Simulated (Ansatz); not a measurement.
BeAu (P2_13), Ansatz (a first-principles code) with PBEsol, DFPT electron-phonon coupling, linearised Boltzmann equation: phonon-limited resistivity 22.7 μΩ·cm at 300 K, 31.2 μΩ·cm at 400 K, current-weighted mean free path 7.9 nm, Drude plasma energy 4.96 eV.

Task: Estimate the resistivity of a 20 nm square wire with diffuse walls from ρ ≈ ρ₀(1 + 3ℓ/4d).

Result: 1 + 0.75 × 7.9/20 = 1.30, so ρ ≈ 29.4 μΩ·cm and a line 1 μm long has 736 Ω. The formula is the free-electron limit for d well above ℓ; grain boundaries add to it.

Task: Estimate the electronic thermal conductivity at 300 K by the Wiedemann-Franz law (L₀ = 2.44×10⁻⁸ W·Ω/K²).

Result: L₀T/ρ = 2.44×10⁻⁸ × 300/(22.7×10⁻⁸) = 32.2 W/(m·K). Inelastic scattering puts the true Lorenz number somewhat under L₀ near and below the Debye temperature.

Task: What temperature coefficient of resistance follows, and how does it compare with 1/T?

Result: (ρ₄₀₀ − ρ₃₀₀)/(100 K × ρ₃₀₀) = 3.74×10⁻³ K⁻¹, against 1/T = 3.33×10⁻³ K⁻¹ for a resistivity proportional to T. It lies higher because phonons are still being populated at 300 K; impurities would add a constant and lower it.

A metal at this level (no band gap). Only scattering by harmonic phonons is included (no impurities, grain boundaries, electron-electron scattering or thermal expansion). Spin-orbit coupling is left out, which matters with elements this heavy. Halving the electron mesh (20x20x20) moves the resistivity by up to 1 % at 300 K, the mean free path by up to 7 %. Smearing 0.20 eV; phonons on a 3x3x3 q mesh, which this run doesn't test.

Formula and space group known from diffraction (Crystallography Open Database), not checked to be the room-temperature form: BeAu (P2_13).
